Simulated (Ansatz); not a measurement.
SnO: energy against strain

SnO (litharge, P4/nmm, 16.180 Å³/atom at rest, c along z) under a strain ε along c (axis z), the other axes held. PBEsol-D3(BJ) in Ansatz, a plane-wave DFT program (PAW, default set), 420 eV, 15×15×13 Γ-centred mesh, Fermi-Dirac smearing 0.10 eV; ions are relaxed within the symmetry of each cell.

Here s stands for strain and y for E less E0.

```
strain (%)  E less E0 (meV/atom)
----------  --------------------
-3.00                          ?
-1.20                       0.52
-0.60                       0.14
0.00                        0.00
0.60                        0.07
1.20                        0.36
```

Taking a parabola for y over the 5 complete rows: Least squares gives y = -0.003 - 0.0650·s + 0.3075·s². Residuals (row less fit): 0.002, -0.007, 0.003, 0.001, -0.002; standard error 0.006 (degrees of freedom: 2). Twice the quadratic coefficient over the volume, 2 × 0.3075 meV × 10⁴ × 0.1602 / 16.180 Å³, is the elastic constant C33 = 61 ± 0.8 GPa.

Problem. What does the fit predict for y at s = -3.00, and how far is the calculated value from it?

Solution. y = -0.003 - 0.0650 × (-3.0) + 0.3075 × (-3.0)² = 2.960 meV/atom. The calculation gives 3.24 meV/atom, 0.280 meV/atom above the prediction (8.6 % of the range of y in the table). The row lies outside the fitted rows, so this is an extrapolation. The fitted rows scatter only by rounding.

One order more, fitted to all 11 runs of the series, follows each within 0.01, so the miss is the next term of a smooth law. This level leaves no gap over 0.05 eV at strain -3.00, -1.20, -0.60, 0.00, 0.60, 1.20, where the mesh may be coarse. Rows are the converged runs of the series near zero and its far end; series whose fitted rows scatter by over a few per cent of the range, as at a crossing or softening among them, aren't shown in this form. Most that stay on the fit to the last digits aren't either.
